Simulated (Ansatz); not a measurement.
System: SrZrO3 (I4/mcm, No. 140, 10 atoms in the cell; start mp-5076; a measured phase of this formula has another space group). Method: LDA (PAW; Ansatz, a first-principles code).

Settings: plane-wave cutoff 520 eV, 8×8×8 k mesh, Fermi–Dirac smearing 0.01 eV, scalar-relativistic PAW data made under PBE.

Cell (relaxed with PBEsol):

Space group I4/mcm (No. 140); a = b = 5.736 Å, c = 8.324 Å, α = β = γ = 90.00°

```csv
atom,site,symmetry,x,y,z
Sr,4b,-42m,0.0000,0.5000,0.2500
Zr,4c,4/m..,0.0000,0.0000,0.0000
O,8h,m.2m,0.1893,0.3107,0.0000
O,4a,422,0.0000,0.0000,0.2500
```
(The calculation used a cell of 10 atoms; values per cell refer to that cell.)

Problem. Give the computed band gap and smallest direct gap on the k points sampled.

Solution. 
* **band gap**: 3.68 eV
* **smallest direct gap on the k points sampled**: 3.71 eV

Note: cell and atoms aren't relaxed at this level (pressure -4.3 GPa).

Spin–orbit coupling is not included.

Computed values are for the static lattice.

Cost on a shared machine: about 40 core-seconds (a rough figure).

A start named mp-… is a Materials Project structure, which need not be a measured phase.
